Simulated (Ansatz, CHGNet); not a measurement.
## Si (diamond structure), cut as (100) film, 11 layers, dimers on {100} faces where they fit, ended by OH

The machine-learned potential CHGNet 0.3.0 relaxed the atoms in the cell cut from the PBE crystal; PBE (Ansatz, a first-principles code, plane waves, PAW) relaxed them on. Spin-orbit coupling is left out.

Question: How far does the machine-learned geometry lie from the PBE one?

Answer: The atoms moved by 0.362 Å root mean square and 1.004 Å at most. On the PBE geometry, where PBE's forces have fallen to 0.006 eV/Å root mean square, CHGNet's differ from them by 0.117 eV/Å.
